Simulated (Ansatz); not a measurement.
O on the N site in metastable zinc-blende GaN

Level of theory: PBE, PAW (plane waves to 420 eV; Ansatz, a program for electronic structure). The supercell holds 64 host sites (2×2×2 repeats of the unit cell), with a 2×2×2 shifted k-point sampling for the final energies. Site at the start: the N site. Finite-size correction: monopole term and site-potential alignment. Dielectric constants: PBE linear response of the host. Host gap at this level: 1.54 eV. These values are not converged in cell size to better than tenths of an eV. PBE underestimates the host's gap, which shifts levels and can delocalise carriers. Spin–orbit coupling is left out. Each state is the lowest found from its start.

Formation energies E_f are given with the Fermi level at the valence-band maximum. Chemical conditions: Ga-rich (Δμ(N) = -0.87 eV, Δμ(O) = -3.04 eV, bounded by beta Ga2O3; only phases computed here count, gases as isolated molecules at 0 K); N-rich (Δμ(N) = 0.00 eV, Δμ(O) = -2.45 eV, bounded by beta Ga2O3; only phases computed here count, gases as isolated molecules at 0 K). Reference phases: N: N2 molecule in a box, O: O2 molecule in a box.

```tsv
charge	moment (μB)	largest move off a lattice site (Å)	image correction with alignment (eV)	E_f, Ga-rich (eV)	E_f, N-rich (eV)
+1	not spin-polarised	0.09	0.17	-1.24	-0.94
0*	fractional	0.08	–	–	–
−1*	not spin-polarised	0.07	–	–	–
```

* At this level the carrier isn't localised at the defect: at charge 0 electrons occupy the conduction band; at charge −1 electrons occupy the conduction band. Such a state is shallow or no state of the defect, and this cell gives it no level.

No other site or start that was run ended lower by more than 0.1 eV.
